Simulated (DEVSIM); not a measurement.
Structure: Ti/SiO2/p-Si capacitor, at 300 K.

Layer 1 from the left is SiO2, thickness (nm) 26.0. Layer 2 from the left is Si, thickness (nm) 410, Na (cm⁻³) 2e18.

Metal gate on the left, work function 4.33 eV. Fixed charge at the semiconductor interface 0 cm⁻² (in units of +e); no interface traps.

This is a model device: material constants are rounded textbook-type values typed into the input, and sizes, dopings and lifetimes were drawn at random. Values at 300 K.

SiO2: gap (eV) 9, affinity (eV) 0.9, permittivity 3.9. Si: gap (eV) 1.124, affinity (eV) 4.05, permittivity 11.7, Nc (cm⁻³) 2.86e19, Nv (cm⁻³) 3.1e19.

DEVSIM, 1D Poisson equation in equilibrium, Boltzmann statistics, complete ionisation; no quantum confinement or tunnelling. Metal contacts follow the ideal Schottky-Mott rule: no Fermi-level pinning, no interface dipoles.

**Question.** What does the simulation give for the flat-band voltage, the minimum of the low-frequency capacitance?

**Answer.** flat-band voltage -0.77 V; minimum of the low-frequency capacitance 0.103 μF/cm².
